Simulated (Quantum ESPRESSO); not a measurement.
A working Quantum ESPRESSO input for ZnSe (F-43m, 2 atoms in the cell) (DFT, PBE, plane waves, SSSP 1.1.2 efficiency (PBE) pseudopotentials):

```fortran
&CONTROL
  calculation = 'scf'
  prefix = 'ZnSe'
  outdir = './out'
  pseudo_dir = './'
  tprnfor = .true.
  tstress = .true.
/
&SYSTEM
  ibrav = 2
  celldm(1) = 10.6494230740
  nat = 2
  ntyp = 2
  ecutwfc = 50
  ecutrho = 400
  occupations = 'fixed'
  nbnd = 15
/
&ELECTRONS
  conv_thr = 1.0d-9
/
ATOMIC_SPECIES
Zn    65.3800  Zn_pbe_v1.uspp.F.UPF
Se    78.9710  Se_pbe_v1.uspp.F.UPF
ATOMIC_POSITIONS {angstrom}
Zn    0.0000000000    0.0000000000    0.0000000000
Se   -4.2265740000    4.2265740000    4.2265740000
K_POINTS {automatic}
10 10 10  0 0 0
```

The run converged in 9 iterations: free energy E − TS -6874.4014 eV; top of the valence band (on the code's own zero) 6.58 eV; gap on the k-point mesh 1.35 eV; pressure 3.09 GPa. Each of these slips is then made, one at a time:

(1)
```diff
-  ecutwfc = 50
-  ecutrho = 400
+  ecutwfc = 25
+  ecutrho = 200
```

(2)
```diff
+  mixing_beta = 0.9
+  mixing_ndim = 1
```

**Question.** Predict the outcome of each change.

**Answer.** 
(1) An energy in the wrong unit. The run converged in 9 iterations without an error; against the sound input the free energy goes up by 2.72 eV/atom, the pressure goes from 3.09 to -113.2 GPa and the gap on the mesh goes from 1.352 to 1.454 eV.

(2) Unsuitable density mixing. The run converged in 17 iterations, and against the sound input the free energy is nearly the same (within 1 meV/atom), the pressure moves little (3.09 to 3.13 GPa) and the gap on the mesh stays at 1.352 eV. It cost iterations: the sound input took 9.

The starting cell comes from a database of computed structures (which also holds hypothetical and non-ambient phases and stackings), without a prior relaxation at this level. Its lattice was rescaled by a random factor within 2.5 % of one. In the base run, with a pressure of about 3 GPa the cell is away from its equilibrium volume at this level.

Left out of this page: 3 runs of the series outside the window shown, repeating another row's setting, or not comparable.
